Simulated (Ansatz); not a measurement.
A self-consistent single point of HfMg7 (P-6m2, 8 atoms in the cell) with Ansatz (an electronic-structure program).

Method of the run: LDA (PW92), default PAW files made with PBE (plane waves; Ansatz).

```yaml
crystal:
  lattice:
    - [6.40817, 0.00000, 0.00000]
    - [-3.20409, 5.54964, 0.00000]
    - [0.00000, 0.00000, 5.06531]
  atoms:
    - { symbol: Mg, position: [0.00219, 0.50109, 0.50000] }
    - { symbol: Mg, position: [0.49890, 0.99781, 0.50000] }
    - { symbol: Mg, position: [0.49890, 0.50109, 0.50000] }
    - { symbol: Mg, position: [0.16361, 0.32721, 0.00000] }
    - { symbol: Mg, position: [0.16361, 0.83639, 0.00000] }
    - { symbol: Mg, position: [0.67279, 0.83639, 0.00000] }
    - { symbol: Mg, position: [0.66667, 0.33333, 0.00000] }
    - { symbol: Hf, position: [0.00000, 0.00000, 0.50000] }
```

Reference input (self-consistent single point, DFT, LDA (PW92), plane waves, default PAW files made with PBE): kpoints.mp_grid.grid = 5 5 5; hamiltonian.xc = lda; hamiltonian.pseudopotentials = {kind: paw} (the program's default PAW files); scf.occupations.method = methfessel_paxton; scf.occupations.width = 0.1 eV. This run's input differs from it in these lines:

Ansatz 0.2 input:
```diff
@@ -16,3 +16,3 @@
 kpoints:
-  mp_grid: { grid: [5, 5, 5] }
+  mp_grid: { grid: [4, 4, 4] }
 hamiltonian:
```

Output (repeated stretches shortened):

```
SCF iter   1: F=—  HF=-28787.096697 eV  |F-HF|=—  |Δ(HF+E_count)|=         —  Δρ=7.02e-3  dr2=7.77e-2  ethr=1.77e-3  ⟨swp⟩=7.4  Hψ=2658  notcnv=0
all-band conjugate gradients solve this SCF's bands
preconditioner: auto → Kerker (q_TF=auto, 2.457 Å⁻¹)
SCF iter   2: F=—  HF=-28787.061872 eV  |F-HF|=—  |Δ(HF+E_count)|=   3.48e-2  S|Δr|=    0.00e0  Δρ=2.84e-3  dr2=1.18e-2  ethr=8.09e-5  ⟨swp⟩=3.0  Hψ=1632  notcnv=0  defer=1
   [... lines left out ...]
SCF iter   6: F=—  HF=-28787.058651 eV  |F-HF|=—  |Δ(HF+E_count)|=   4.45e-5  S|Δr|=    0.00e0  Δρ=3.35e-5  dr2=2.85e-6  ethr=8.02e-8  ⟨swp⟩=2.0  Hψ=852  notcnv=0  defer=1
SCF iter   7: F=—  HF=-28787.058650 eV  |F-HF|=—  |Δ(HF+E_count)|=   1.22e-6  S|Δr|=    0.00e0  Δρ=1.07e-5  dr2=2.52e-7  ethr=2.97e-9  ⟨swp⟩=2.0  Hψ=1160  notcnv=0  defer=1
SCF iter   8: F=-28787.058650 eV  HF=-28787.058650 eV  |F-HF|=5.78e-9  |Δ(HF+E_count)|=   6.33e-8  S|Δr|=    0.00e0  Δρ=2.04e-6  dr2=1.17e-8  ethr=1.04e-10  ⟨swp⟩=9.5  Hψ=2760  notcnv=0
SCF 1 converged in 8 iterations: F = -28787.058650 eV  dr2 = 1.17e-8
Stability not checked (fill_not_monotonic)
Free energy (F): -28787.058650 eV
Internal energy: -28787.056933 eV  (E = F + TS)
E sigma→0 (E₀):  -28787.058221 eV
Entropy (-TS):   -0.001717 eV (-0.215 meV/atom)
Fermi energy:    7.160590 eV
--- Forces (eV/Å), atoms counted from 1 ---
  atom   1  Mg    -0.00114734    -0.00066242     0.00000000
  atom   2  Mg    -0.00000000     0.00132484     0.00000000
  atom   3  Mg     0.00114734    -0.00066242     0.00000000
  atom   4  Mg     0.00000000    -0.08052023     0.00000000
   [... lines left out ...]
  atom   8  Hf    -0.00000000    -0.00000000     0.00000000
--- Stress (GPa, compression-positive) ---
       -2.333714      -0.000000      -0.000000
       -0.000000      -2.333714      -0.000000
       -0.000000      -0.000000      -3.299785
  P = ⅓ Tr σ = -2.6557 GPa (-26.557 kbar)
  The stress holds the Pulay correction. Without it, at fixed plane waves, as pw.x and ABINIT print it: P = -2.6616 GPa
```

The run converged in 8 iterations. Against the reference run the free energy goes up by 11.3 meV/atom, the pressure goes from -2.78 to -2.66 GPa and the largest force goes from 0.150 to 0.081 eV/Å.

The starting cell comes from a database of computed structures (which also holds hypothetical and non-ambient phases and stackings), without a prior relaxation at this level. Ansatz's pressure includes its estimate of the finite-basis (Pulay) stress.
